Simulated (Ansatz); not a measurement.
## Converging the plane-wave cutoff: CdHClO (P3m1, 8 atoms in the cell)

```yaml
crystal:
  lattice:
    - [3.75361, 0.00000, 0.00000]
    - [-1.87681, 3.25073, 0.00000]
    - [0.00000, 0.00000, 10.47164]
  atoms:
    - { symbol: Cd, position: [0.66667, 0.33333, 0.49696] }
    - { symbol: Cd, position: [0.33333, 0.66667, 0.99219] }
    - { symbol: H, position: [0.00000, 0.00000, 0.31842] }
    - { symbol: H, position: [0.00000, 0.00000, 0.81842] }
    - { symbol: Cl, position: [0.66667, 0.33333, 0.15574] }
    - { symbol: Cl, position: [0.33333, 0.66667, 0.65574] }
    - { symbol: O, position: [0.00000, 0.00000, 0.41324] }
    - { symbol: O, position: [0.00000, 0.00000, 0.91324] }
```

Level of theory: LDA (PW92), default PAW files made with PBE (plane waves; Ansatz, an electronic-structure program).

Base settings: basis.ecutwfc = 420 eV; kpoints.mp_grid.grid = 8 8 3; hamiltonian.xc = lda; hamiltonian.pseudopotentials = {kind: paw} (the program's default PAW files); scf.occupations.method = fixed.

The second cell is the first with its lattice scaled by 0.98.

The mesh stays at the base's, so the ladder's end is converged at best in this setting alone.

The first pressure column holds Ansatz's estimate of the finite-basis (Pulay) stress, which hides part of the cutoff error; the other is without it.

Only quantities that move along the ladder and can be compared are tabulated.

The count of work is k-points × plane waves × bands × iterations; it is no time. 

The starting cell comes from a database of computed structures (which also holds hypothetical and non-ambient phases and stackings), without a prior relaxation at this level. Its lattice was rescaled by up to half a per cent. One atom was moved a little off its site on purpose. In the base run, with a pressure of about -7 GPa the cell is away from its equilibrium volume at this level.

| basis.ecutwfc | free energy less the last step's (meV/atom) | energy of the compressed cell less the first (meV/atom) | pressure (GPa) | pressure without the Pulay estimate (GPa) | largest difference of a force vector from the last step's (eV/Å) | count of work / last |
|---|---|---|---|---|---|---|
| 145 eV | 29716.37 | 38.29 | -2.22 | -908.07 | 3.199 | 0.061 |
| 170 eV | 13442.82 | -119.72 | -9.54 | -505.32 | 1.691 | 0.074 |
| 190 eV | 6962.09 | -54.06 | -11.35 | -302.48 | 1.068 | 0.081 |
| 210 eV | 3586.98 | -60.79 | -10.09 | -177.71 | 0.749 | 0.095 |
| 230 eV | 1842.66 | -50.70 | -8.93 | -103.85 | 0.448 | 0.11 |
| 250 eV | 944.70 | -38.53 | -8.45 | -61.11 | 0.230 | 0.12 |
| 295 eV | 208.92 | -32.59 | -7.24 | -21.07 | 0.029 | 0.16 |
| 335 eV | 55.35 | -32.07 | -7.32 | -11.32 | 0.040 | 0.19 |
| 380 eV | 13.72 | -32.68 | -7.35 | -8.40 | 0.035 | 0.22 |
| 420 eV | 4.28 | -32.59 | -7.34 | -7.67 | 0.024 | 0.27 |
| 460 eV | 1.70 | -32.65 | -7.35 | -7.44 | 0.017 | 0.31 |
| 505 eV | 1.00 | -32.68 | -7.36 | -7.38 | 0.012 | 0.35 |
| 565 eV | 0.71 | -32.70 | -7.36 | -7.38 | 0.008 | 0.42 |
| 630 eV | 0.48 | -32.72 | -7.36 | -7.37 | 0.005 | 0.49 |
| 735 eV | 0.29 | -32.74 | -7.36 | -7.37 | 0.002 | 0.62 |
| 840 eV | 0.13 | -32.74 | -7.37 | -7.37 | 0.001 | 0.75 |
| 1010 eV | 0.00 | -32.75 | -7.37 | -7.37 | 0.000 | 1.0 |

Coarsest basis.ecutwfc that holds the free energy within 5 meV/atom of the last step, with all finer ones: 420 eV, at 0.27 of the last step's count of work; the step before is off by 14 meV/atom.

Coarsest basis.ecutwfc that holds the pressure within 0.5 GPa of the last step, with all finer ones: 295 eV, at 0.16 of the last step's count of work; the step before is off by 1.1 GPa.

Coarsest basis.ecutwfc that holds the forces within 0.01 eV/Å of the last step, with all finer ones: 565 eV, at 0.42 of the last step's count of work; the step before is off by 0.012 eV/Å.

The energy difference between the two cells stays within 1 meV/atom of the last step's from 295 eV on, the total only from 505 eV on: much of the error is common to both cells and cancels.

At the lowest cutoff the pressure without the Pulay estimate lies 901 GPa under the last step's, the usual sign of Pulay stress in an incomplete plane-wave basis.

Keys are those of Ansatz 0.2.
